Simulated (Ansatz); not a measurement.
Base system: AlN in the zinc blende structure (space group F-43m, No. 216; a = 4.370 Å).

Computed with plane-wave PAW DFT at the r2SCAN level (Ansatz, a quantum-chemistry and plane-wave program, 500 eV), no spin-orbit coupling.

Before the change:

- Pressure = 0.01 GPa

The change: every lattice vector is shortened by 2.00 %, atoms relaxed at fixed cell.

Question: How does this affect the energy relative to the base?

Answer: The energy grows by 26 meV/atom.

Question: Estimate the effect on the pressure.

Answer: The pressure rises by 14.318 GPa (0.01 GPa → 14.32 GPa).

The cells carry an imposed strain or load. Stability against distortions was not tested. This is not the structure that AlN has at room temperature and ambient pressure.
